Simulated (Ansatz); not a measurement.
Consider KCl in the rock salt structure (space group Fm-3m, No. 225; a = 6.381 Å).

All numbers come from Kohn–Sham DFT with the PBE functional, run in Ansatz (a program for electronic structure) with PAW and 420 eV plane waves, no spin-orbit coupling.

Before the change:

| Property | Result |
|---|---|
| Electron mass | 0.45 mₑ (at Γ) |
| Pressure | 0.00 GPa |
| Gap character | direct at Γ |

It is then changed as follows: every lattice vector is shortened by 5.54 %; the atoms relax in the strained cell.

Predict the new electron mass, pressure and gap character.

The electron mass changes from 0.45 mₑ (at Γ) to 0.43 mₑ (at Γ); the pressure goes from zero to 4.21 GPa; the gap character is still direct at Γ.

Masses are band curvatures over ±0.01 Å⁻¹ around the edge. Whether these cells are dynamically stable was not tested.
